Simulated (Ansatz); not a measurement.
Input and output of a self-consistent single point for MoSi2 (I4/mmm, 3 atoms in the cell) (Ansatz, a first-principles code).

Computed with PBEsol, PAW files made with PBE (plane waves; Ansatz).

The change in words: lattice scaled by 0.985. Reference geometry:
```
CELL_PARAMETERS angstrom
     -1.59810     1.59810     3.90812
      1.59810    -1.59810     3.90812
      1.59810     1.59810    -3.90812
ATOMIC_POSITIONS crystal
  Si 0.66500 0.66500 0.00000
  Si 0.33500 0.33500 0.00000
  Mo 0.00000 0.00000 0.00000
```

Reference input (self-consistent single point, DFT, PBEsol, plane waves, PAW files made with PBE): basis.ecutwfc = 420 eV; kpoints.mp_grid.grid = 17 17 17; hamiltonian.xc = pbesol; hamiltonian.pseudopotentials = {kind: paw} (an earlier, softer set of the program's PAW files); scf.occupations.method = cold; scf.occupations.width = 0.136 eV. This run's input differs from it in these lines:

```diff
@@ -3,8 +3,8 @@
   lattice:
-    - [-1.598098, 1.598098, 3.908122]
-    - [1.598098, -1.598098, 3.908122]
-    - [1.598098, 1.598098, -3.908122]
+    - [-1.574127, 1.574127, 3.849500]
+    - [1.574127, -1.574127, 3.849500]
+    - [1.574127, 1.574127, -3.849500]
   atoms:
-    - { symbol: Si, position_ang: [0.000000, -0.000000, 5.197802] }
-    - { symbol: Si, position_ang: [-0.000000, 0.000000, 2.618442] }
+    - { symbol: Si, position_ang: [-0.000000, 0.000000, 5.119835] }
+    - { symbol: Si, position_ang: [0.000000, -0.000000, 2.579165] }
     - { symbol: Mo, position_ang: [0.000000, 0.000000, 0.000000] }
```

Output (repeated stretches shortened):

```
SCF iter   1: F=—  HF=-6143.451709 eV  |F-HF|=—  |Δ(HF+E_count)|=         —  Δρ=9.32e-2  dr2=4.77e0  ethr=3.10e-3  ⟨swp⟩=5.7  Hψ=35988  notcnv=0
all-band conjugate gradients solve this SCF's bands
preconditioner: auto → Kerker (q_TF=auto, 2.489 Å⁻¹)
SCF iter   2: F=—  HF=-6142.325967 eV  |F-HF|=—  |Δ(HF+E_count)|=    1.13e0  S|Δr|=    0.00e0  Δρ=3.28e-2  dr2=3.08e-1  ethr=3.10e-3  ⟨swp⟩=2.3  Hψ=15125  notcnv=0  defer=6
   [... lines left out ...]
SCF iter   5: F=—  HF=-6142.248316 eV  |F-HF|=—  |Δ(HF+E_count)|=   6.64e-4  S|Δr|=    0.00e0  Δρ=2.76e-4  dr2=4.82e-5  ethr=1.10e-5  ⟨swp⟩=2.7  Hψ=9780  notcnv=0  defer=6
SCF iter   6: F=—  HF=-6142.248312 eV  |F-HF|=—  |Δ(HF+E_count)|=   3.84e-6  S|Δr|=    0.00e0  Δρ=3.57e-5  dr2=7.78e-7  ethr=2.19e-7  ⟨swp⟩=2.3  Hψ=8018  notcnv=0  defer=6
SCF iter   7: F=-6142.248312 eV  HF=-6142.248312 eV  |F-HF|=3.24e-9  |Δ(HF+E_count)|=   1.69e-7  S|Δr|=    0.00e0  Δρ=4.23e-6  dr2=6.56e-9  ethr=4.55e-10  ⟨swp⟩=6.3  Hψ=29080  notcnv=0
SCF 1 converged in 7 iterations: F = -6142.248312 eV  dr2 = 6.56e-9
Stability not checked (fill_not_monotonic)
Free energy (F): -6142.248312 eV
Internal energy: -6142.247966 eV  (E = F + TS)
E sigma→0 (E₀):  -6142.248196 eV
Entropy (-TS):   -0.000346 eV (-0.115 meV/atom)
Fermi energy:    16.865437 eV
--- Forces (eV/Å), atoms counted from 1 ---
  atom   1  Si    -0.00000000     0.00000000     0.09679216
  atom   2  Si     0.00000000     0.00000000    -0.09679216
  atom   3  Mo     0.00000000    -0.00000000     0.00000000
--- Stress (GPa, compression-positive) ---
        9.546251       0.000000       0.000000
        0.000000       9.546251       0.000000
        0.000000       0.000000      12.019327
  P = ⅓ Tr σ = 10.3706 GPa (103.706 kbar)
  The stress holds the Pulay correction. Without it, at fixed plane waves, as pw.x and ABINIT print it: P = 10.3522 GPa
```

The run converged in 7 iterations. Against the reference run the free energy rises by 17.1 meV/atom, the pressure goes from -0.63 to 10.37 GPa and the largest force goes from 0.014 to 0.097 eV/Å.

The starting cell has typed, rounded lattice constants, without a prior relaxation at this level. Its lattice was rescaled by a random factor within 2.5 % of one. For this run, on top of that: lattice scaled by 0.985. Spin polarisation is off. Ansatz's pressure includes its estimate of the finite-basis (Pulay) stress.

Keys are those of Ansatz 0.2.
